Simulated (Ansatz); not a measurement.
Cell and atoms of amorphous Si20B10N30:

```yaml
crystal:
  lattice:
    - [8.90174, 0.00000, 0.00000]
    - [0.00000, 8.90174, 0.00000]
    - [0.00000, 0.00000, 8.90174]
  atoms:
    - { symbol: Si, position: [0.65005, 0.59966, 0.00956] }
    - { symbol: Si, position: [0.27284, 0.99475, 0.17187] }
    - { symbol: Si, position: [0.05626, 0.23185, 0.24354] }
    - { symbol: Si, position: [0.69813, 0.30309, 0.62655] }
    - { symbol: Si, position: [0.45013, 0.93806, 0.43830] }
    - { symbol: Si, position: [0.99423, 0.00431, 0.70140] }
    - { symbol: Si, position: [0.91565, 0.69203, 0.68597] }
    - { symbol: Si, position: [0.11536, 0.81327, 0.92230] }
    - { symbol: Si, position: [0.38723, 0.46898, 0.70216] }
    - { symbol: Si, position: [0.55124, 0.13585, 0.07157] }
    - { symbol: Si, position: [0.93441, 0.37692, 0.43096] }
    - { symbol: Si, position: [0.64868, 0.70463, 0.58807] }
    - { symbol: Si, position: [0.23278, 0.06279, 0.48301] }
    - { symbol: Si, position: [0.27357, 0.45561, 0.32265] }
    - { symbol: Si, position: [0.86845, 0.60524, 0.33528] }
    - { symbol: Si, position: [0.38138, 0.74606, 0.13649] }
    - { symbol: Si, position: [0.07600, 0.31335, 0.70285] }
    - { symbol: Si, position: [0.57697, 0.35418, 0.94041] }
    - { symbol: Si, position: [0.58427, 0.53495, 0.25895] }
    - { symbol: Si, position: [0.25990, 0.29965, 0.99560] }
    - { symbol: B, position: [0.41625, 0.72371, 0.82526] }
    - { symbol: B, position: [0.65817, 0.21212, 0.34370] }
    - { symbol: B, position: [0.45556, 0.36390, 0.43486] }
    - { symbol: B, position: [0.02466, 0.13668, 0.96074] }
    - { symbol: B, position: [0.71013, 0.01927, 0.56760] }
    - { symbol: B, position: [0.87177, 0.65240, 0.01636] }
    - { symbol: B, position: [0.79157, 0.08614, 0.10746] }
    - { symbol: B, position: [0.20630, 0.81356, 0.64451] }
    - { symbol: B, position: [0.13850, 0.51853, 0.49598] }
    - { symbol: B, position: [0.72584, 0.09342, 0.83197] }
    - { symbol: N, position: [0.50914, 0.37040, 0.58505] }
    - { symbol: N, position: [0.66916, 0.24246, 0.80343] }
    - { symbol: N, position: [0.26210, 0.77239, 0.79275] }
    - { symbol: N, position: [0.94329, 0.15024, 0.10280] }
    - { symbol: N, position: [0.69978, 0.16247, 0.49125] }
    - { symbol: N, position: [0.38773, 0.39332, 0.88321] }
    - { symbol: N, position: [0.48569, 0.71653, 0.97220] }
    - { symbol: N, position: [0.15559, 0.07639, 0.30562] }
    - { symbol: N, position: [0.20961, 0.82748, 0.09035] }
    - { symbol: N, position: [0.03942, 0.83415, 0.63128] }
    - { symbol: N, position: [0.10897, 0.13858, 0.61293] }
    - { symbol: N, position: [0.96367, 0.68599, 0.88211] }
    - { symbol: N, position: [0.92455, 0.64623, 0.16423] }
    - { symbol: N, position: [0.04399, 0.99471, 0.88927] }
    - { symbol: N, position: [0.70051, 0.03237, 0.97909] }
    - { symbol: N, position: [0.09437, 0.27326, 0.89202] }
    - { symbol: N, position: [0.28659, 0.87132, 0.52081] }
    - { symbol: N, position: [0.68596, 0.62970, 0.40672] }
    - { symbol: N, position: [0.61379, 0.89470, 0.53587] }
    - { symbol: N, position: [0.99574, 0.59742, 0.49639] }
    - { symbol: N, position: [0.39506, 0.58858, 0.24557] }
    - { symbol: N, position: [0.49021, 0.64282, 0.69639] }
    - { symbol: N, position: [0.68050, 0.11579, 0.22050] }
    - { symbol: N, position: [0.89104, 0.35453, 0.62557] }
    - { symbol: N, position: [0.80265, 0.01628, 0.70501] }
    - { symbol: N, position: [0.18594, 0.36156, 0.16971] }
    - { symbol: N, position: [0.35294, 0.12852, 0.05284] }
    - { symbol: N, position: [0.43119, 0.90350, 0.24663] }
    - { symbol: N, position: [0.56983, 0.34759, 0.31839] }
    - { symbol: N, position: [0.19724, 0.45813, 0.64308] }
```

Methods: PBE, scalar-relativistic without spin-orbit coupling (Ansatz, a quantum-chemistry and plane-wave program); r2SCAN, scalar-relativistic without spin-orbit coupling (Ansatz); HSE06, scalar-relativistic without spin-orbit coupling (Ansatz). Neutral PBE cell, which sets geometry, pressure and energy: sampling: a 2×2×2 Γ-centred mesh; Fermi-Dirac width 0.02 eV; no spin polarisation. The usual formal charges leave 20 electrons over, so the level spacing at the Fermi energy parts defect or band states and needn't be the band gap. Exact exchange is cut at the faces of this 9 Å cell, which leaves hybrid gaps a finite-size error.

It comes from a melt-quench run on a machine-learned potential (CHGNet), relaxed afterwards by DFT. N atoms were pushed apart under 1.9 Å during the dynamics, to hinder bonds among them. The hot cell started wider than the set density and was brought back towards it in steps. It is the lowest in DFT energy of 2 quenches. It is a model cell: composition and starting density were chosen by hand, and all elements were melted together. No dispersion term was used. Its density started from a set value of 2.40 and ended at 2.57 g/cm³. The quench (nominally 630 K/ps over its main leg) was far faster than any real one, so the model tends to hold more defects than a real film. A cell of this size samples the disorder only roughly. The volume was free in the relaxation, at fixed shape. Cycles of charging lowered its energy after that relaxation.

**Question.** Give the pressure, the energy against reference phases and the spacing of the highest filled and lowest empty levels.

**Answer.** 
| Quantity | Value |
|---|---|
| Pressure on a 2×2×2 Γ-centred mesh | 1.61 GPa |
| Largest force and stress component on that mesh (the relaxation ran on the zone centre alone) | 0.24 eV/Å and 4.6 GPa |
| Energy relative to beta Si3N4 + bulk hexagonal BN (AA') + silicon (lowest mix at this level among the phases computed, not always the ambient ones) | 0.448 eV/atom |
| Level spacing at the Fermi energy on a 2×2×2 Γ-centred mesh (PBE) | 1.21 eV |
| Level spacing at the Fermi energy at the zone centre (PBE) | 1.33 eV |
| Level spacing at the Fermi energy at the zone centre (r2SCAN) | 1.54 eV |
| Level spacing at the Fermi energy at the zone centre (HSE06) | 2.27 eV |
| Distance between the nearest levels spread over more than a fifth of the atoms or a third of the atoms of their main element (six at least) (PBE, zone centre) | 1.59 eV |

**Question.** At PBE and the zone centre, how localised are the states just below and above the Fermi level (participation number: the atoms over which a state spreads)?

**Answer.** The highest filled state is spread over 7.0 atoms' worth, largest on N43, with weights by element (charge in smoothed Voronoi cells) N 0.57, Si 0.34, B 0.10. The lowest empty state is spread over 12.4 atoms' worth, largest on N50, with weights by element (charge in smoothed Voronoi cells) Si 0.42, N 0.39, B 0.19.

At PBE the levels at the filled edge of the gap are localised (band-tail or defect states), and the nearest spread-out levels lie 1.6 eV apart at the zone centre.

Neighbours within Si-Si 2.60 Å, Si-B 2.28 Å, Si-N 2.24 Å, B-B 1.97 Å, B-N 1.72 Å, N-N 1.70 Å count as bonded. Two cations that share two anions don't count as bonded, nor two that share one unless they lie closer than Si-Si 2.38 Å, Si-B 2.09 Å, B-B 1.80 Å.

Added carriers, by Ansatz with PBE, scalar-relativistic without spin-orbit coupling on the zone centre alone. Charged cells keep the cell fixed and stand in a uniform background, with no image correction, at a width of 0.01 eV; where the count is odd the moment is locked at 1 μB, unless the neutral cell bore moments. Each starts from the undistorted neutral geometry alone. PBE's self-interaction favours spread-out carriers, so it can miss traps that a hybrid finds.

**Question.** What happens at PBE when the cell takes an extra electron and the atoms relax?

**Answer.** Relaxation lowers the charged cell by 0.39 eV. The largest moves are Si11 0.15 Å, N50 0.14 Å, Si15 0.09 Å, Si3 0.08 Å. The level that holds the added charge spreads over 10.7 atoms' worth, most on N50 (weight 0.19): a partly localised carrier. No bond crosses its cut-off with a change of over 0.15 Å. Made neutral again at that geometry, the cell lies +0.35 eV from the neutral start (a closed shell was imposed there, with levels 0.46 eV apart, so this is an upper bound).

**Question.** What happens at PBE when the cell takes a hole and the atoms relax?

**Answer.** Relaxation lowers the charged cell by 0.24 eV. The largest moves are N43 0.23 Å, B26 0.09 Å, Si15 0.08 Å, Si10 0.07 Å. The level that was emptied spreads over 7.7 atoms' worth, most on N43 (weight 0.28): a partly localised carrier. No bond crosses its cut-off with a change of over 0.15 Å. Made neutral again at that geometry, the cell lies +0.37 eV from the neutral start (a closed shell was imposed there, with levels 0.54 eV apart, so this is an upper bound).

Ahead of the cycles of charging, a PBE run started with 1 μB on atoms that lack a bond or may hold spare charge lost its moments; other starts weren't tried.
